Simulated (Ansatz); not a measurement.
CsCl-type CeAg was calculated with r²SCAN in Ansatz (PAW).

Settings: plane-wave cutoff 500 eV, 16×16×16 k mesh, Fermi–Dirac smearing 0.1 eV, spin-polarised start, scalar-relativistic PAW data made under PBE.

Computed at the level's own relaxed cell.

Question: What does this level give for the equilibrium volume per atom and equilibrium lattice constant a?

Answer: 
equilibrium volume per atom: 26.87 Å³/atom
equilibrium lattice constant a: 3.774 Å

Note: the magnetic order was assumed, not searched for or taken from measurement; the 4f shell is treated without U or exact exchange, so its levels and filling can be wrong.

Spin–orbit coupling is not included.

Ansatz is a program for electronic structure.
